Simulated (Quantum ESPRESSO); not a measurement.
**Several settings converged on Pt (Fm-3m, 1 atom in the cell)**

```yaml
crystal:
  lattice:
    - [-1.95412, 0.00000, 1.95412]
    - [0.00000, 1.95412, 1.95412]
    - [-1.95412, 1.95412, 0.00000]
  atoms:
    - { symbol: Pt, position: [0.00000, 0.00000, 0.00000] }
```

Base method: PBEsol, SSSP 1.1.2 efficiency (PBE) pseudopotentials (plane waves; Quantum ESPRESSO).

Base settings: ecutwfc = 40 Ry; ecutrho = 320 Ry; occupations = smearing; smearing = gauss; degauss = 0.0073499 Ry; input_dft = pbesol; potentials = {Pt: pt_pbe_v1.4.uspp.F.UPF}; K_POINTS = automatic 14 14 14 0 0 0; conv_thr = 1e-11 Ry; mixing_beta = 0.4.

The count of work is k-points × plane waves × bands × iterations; it is no time. Core times come from one kind of shared machine, to one figure; runs under 30 s give none.

**The width of Fermi-Dirac smearing**

In this ladder: smearing = fd; K_POINTS = automatic 23 23 23 0 0 0.

Narrow widths need finer meshes than wide ones, so the last steps can hold mesh noise.

Only quantities that move along the ladder and can be compared are tabulated; pressure and forces are left out, as mesh noise rules them at narrow widths.

```tsv
degauss	free energy less the last step's (meV/atom)	energy extrapolated to zero width less the last step's (meV/atom)
0.073499 Ry	-1463.20	-221.86
0.036749 Ry	-456.03	-83.00
0.02205 Ry	-192.32	-34.02
0.0147 Ry	-93.30	-14.44
0.0073499 Ry	-21.66	-2.18
0.0036749 Ry	0.00	0.00
```

Widest degauss that holds the energy extrapolated to zero width within 2 meV/atom: not settled: the last two steps still differ by 2.2 meV/atom, over half the tolerance, so the ladder does not show it.

Widest degauss that holds the free energy within 5 meV/atom: not settled: the last two steps still differ by 22 meV/atom, over half the tolerance, so the ladder does not show it.

The extrapolation to zero width removes most of the smearing's effect on the energy.

**The width of Methfessel-Paxton smearing**

In this ladder: smearing = mp; K_POINTS = automatic 23 23 23 0 0 0.

Narrow widths need finer meshes than wide ones, so the last steps can hold mesh noise.

Only quantities that move along the ladder and can be compared are tabulated; pressure and forces are left out, as mesh noise rules them at narrow widths.

| degauss | free energy less the last step's (meV/atom) |
|---|---|
| 0.073499 Ry | -51.67 |
| 0.036749 Ry | -13.21 |
| 0.02205 Ry | -3.42 |
| 0.0147 Ry | -1.01 |
| 0.0073499 Ry | -0.04 |
| 0.0036749 Ry | 0.00 |

Widest degauss that holds the free energy within 5 meV/atom of the last step, with all finer ones: 0.02205 Ry; the step before is off by 13 meV/atom.

**The mesh under tetrahedron occupations**

In this ladder: occupations = tetrahedra_opt; smearing = default; degauss = default.

Only quantities that move along the ladder and can be compared are tabulated.

| K_POINTS | free energy less the last step's (meV/atom) | pressure (GPa) | count of work / last | core time / last (rough) |
|---|---|---|---|---|
| automatic 6 6 6 0 0 0 | 8.25 | 1.05 | 0.014 | – |
| automatic 7 7 7 0 0 0 | 66.54 | 2.83 | 0.017 | – |
| automatic 9 9 9 0 0 0 | 11.32 | 1.37 | 0.027 | – |
| automatic 11 11 11 0 0 0 | 6.11 | 0.95 | 0.048 | – |
| automatic 14 14 14 0 0 0 | 3.29 | 0.97 | 0.089 | – |
| automatic 22 22 22 0 0 0 | 1.05 | 0.86 | 0.28 | 0.3 |
| automatic 27 27 27 0 0 0 | 0.30 | 0.85 | 0.48 | 0.5 |
| automatic 34 34 34 0 0 0 | 0.00 | 0.84 | 1.0 | 1 |

Coarsest K_POINTS that holds the free energy within 5 meV/atom of the last step, with all finer ones: automatic 14 14 14 0 0 0, at 0.089 of the last step's count of work; the step before is off by 6.1 meV/atom.

Coarsest K_POINTS that holds the pressure within 0.05 GPa of the last step, with all finer ones: automatic 22 22 22 0 0 0, at 0.28 of the last step's count of work and about 0.3 of the last step's time; the step before is off by 0.13 GPa.

On the base run: the starting cell has typed, rounded lattice constants, without a prior relaxation at this level. Its lattice was rescaled by up to half a per cent. Spin polarisation is off.

Left out of this page: 4 runs of the series outside the window shown, repeating another row's setting, or not comparable; 1 run of the series stopped by limits of time or memory.
